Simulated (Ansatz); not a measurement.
An Ansatz (a quantum-chemistry and plane-wave program) run: MoS2 with a change (pressure 18 GPa); DFT with r2SCAN+rVV10, PAW potentials and a 500 eV plane-wave cutoff in Ansatz, spin-orbit coupling left out, earlier PAW set.

Input:

Ansatz 0.2 input:
```yaml
crystal:
  lattice:
    - [3.1073082193, 0, 0]
    - [-1.5536541096, 2.6910078553, 0]
    - [0, 0, 11.5178624157]
  atoms:
    - { symbol: Mo, position: [0.3333333333, 0.6666666667, 0.25] }
    - { symbol: Mo, position: [0.6666666667, 0.3333333333, 0.75] }
    - { symbol: S, position: [0.3333333333, 0.6666666667, 0.6146051575] }
    - { symbol: S, position: [0.6666666667, 0.3333333333, 0.1146051575] }
    - { symbol: S, position: [0.6666666667, 0.3333333333, 0.3853948425] }
    - { symbol: S, position: [0.3333333333, 0.6666666667, 0.8853948425] }
basis: { ecutwfc: 500, ecutrho_ratio: 4, xc_grid: 4, fft_grid_basis: typed }
kpoints: { mp_grid: { grid: [12, 12, 3] } }
hamiltonian:
  xc: r2scan
  dispersion: rvv10
  pseudopotentials: { azcp: { folder: ./paw }, kind: paw }
scf: { occupations: { method: fermi_dirac, width: 0.05 } }
relax: { f_tol: 0.01, max_steps: 60, cell: { stress_tol: 0.02, p_target: 18.0 } }
output: { forces: true, stress: true }
checkpoint: { write: state.ck, write_every: 1000 }
```

Output (explanatory and most iteration lines left out):

```
Relaxation: its limit of steps is 60 (relax.max_steps)
Pseudopotential: Mo, paw, valence charge 14
Pseudopotential: S, paw, valence charge 6
Crystal: 6 atoms, lattice volume = 96.310 Å³
Basis set: ecut = 500 eV, 2453 PW (Γ), exchange–correlation on 96×96×360 points (64 copies of the dense FFT grid, shifted against one another)
Bands: 32, of which v1, the nominal top of the filled ones, is band 26 counted from 1 (25 counted from 0)
Symmetry: 24 space group operations
Space group: P63/mmc (ITA 194), of the structure as read, at distance tolerance 4.6e-5 Å
k-points: 38 of 432
Functional: x = r2scan, c = r2scan + rvv10(b = 11.95, C = 0.0093); τ floored in thin density (d = 2e-4 eV/Å³)
SCF iter   1: F=—  HF=-13560.017228 eV  |F-HF|=—  |Δ(HF+E_count)|=         —  Δρ=6.37e-2  dr2=4.72e0  dr2_τ=2.45e-1  ethr=3.10e-3  ⟨swp⟩=8.8  Hψ=6482  notcnv=0
SCF iter   2: F=—  HF=-13559.181644 eV  |F-HF|=—  |Δ(HF+E_count)|=   8.36e-1  Δρ=2.87e-2  dr2=1.44e0  dr2_τ=1.16e-1  ethr=3.10e-3  ⟨swp⟩=3.0  Hψ=2773  notcnv=0  defer=6
SCF 1 converged in 8 iterations: F = -13558.969389 eV  dr2 = 2.15e-8
relax step   1: F+E_penalty+E_count = -13558.96938862 eV  Δ(F+E_penalty+E_count) = +0.000e0 eV  max|allowed force component| = 9.986e-5 eV/Å  Δτ_max = 0.0000 Å  P = +9.000 GPa  Ω = 96.310 Å³  (8 SCF iters, dr2 threshold 1.00e-7 eV, accepted)
[... steps on the carried basis left out ...]
relax step   7: F+E_penalty+E_count = -13558.46394674 eV  Δ(F+E_penalty+E_count) = +9.954e-4 eV  max|allowed force component| = 4.599e-4 eV/Å  Δτ_max = 0.0000 Å  P = +17.990 GPa  Ω = 90.173 Å³  stress off target by 1.40e-2 GPa  SCF on the basis re-selected at this cell (its energy is not comparable with the rows above)  (6 SCF iters)
SCF converged after 6 iterations
Free energy (F): -13558.463947 eV
Internal energy: -13558.463614 eV  (E = F + TS)
E sigma→0 (E₀):  -13558.463780 eV
Entropy (-TS):   -0.000333 eV (-0.055 meV/atom)
Fermi energy:    14.394775 eV
--- Forces (eV/Å), atoms counted from 1 ---
  atom   1  Mo    -0.00000000    -0.00000000     0.00000000
  atom   2  Mo     0.00000000     0.00000000    -0.00000000
  atom   3  S      0.00000000     0.00000000     0.00045985
  atom   4  S     -0.00000000    -0.00000000     0.00045985
  atom   5  S      0.00000000    -0.00000000    -0.00045985
  atom   6  S      0.00000000     0.00000000    -0.00045985
--- Stress (GPa, compression-positive) ---
       17.992477      -0.000000      -0.000000
       -0.000000      17.992477      -0.000000
       -0.000000      -0.000000      17.985967
  P = ⅓ Tr σ = 17.9903 GPa (179.903 kbar)
--- Relaxed structure (6 steps of the walk, 5 accepted, 1 SCFs on fresh bases) ---
  cell:  # Å, volume = 90.1732 Å³
    - [3.054667371943768, -2.8378486695445875e-11, 1.349091885096397e-33]
    - [-1.5273336859473075, 2.645419544228941, -1.8805824272049182e-33]
    - [5.323304739646767e-33, -4.516743415457863e-33, 11.15883728767459]
  atoms:
    - { symbol: Mo, position: [0.33333333333333337, 0.6666666666666667, 0.25000000000000006] }
    - { symbol: Mo, position: [0.6666666666666667, 0.3333333333333333, 0.7500000000000001] }
    - { symbol: S, position: [0.33333333333333337, 0.6666666666666667, 0.6099836791661793] }
    - { symbol: S, position: [0.6666666666666667, 0.3333333333333333, 0.1099836791661793] }
    - { symbol: S, position: [0.6666666666666667, 0.3333333333333333, 0.39001632083382076] }
    - { symbol: S, position: [0.33333333333333337, 0.6666666666666667, 0.8900163208338209] }
```

Load acts through the strain it causes; cell and atoms are relaxed under it. Stability against distortions was not tested. No other phases were tried under pressure. The cell was made from MoS2 in the 2H-MoS2 type structure (space group P6_3/mmc, No. 194; layered, stacked along the Cartesian z axis) by this change: pressure 18 GPa.
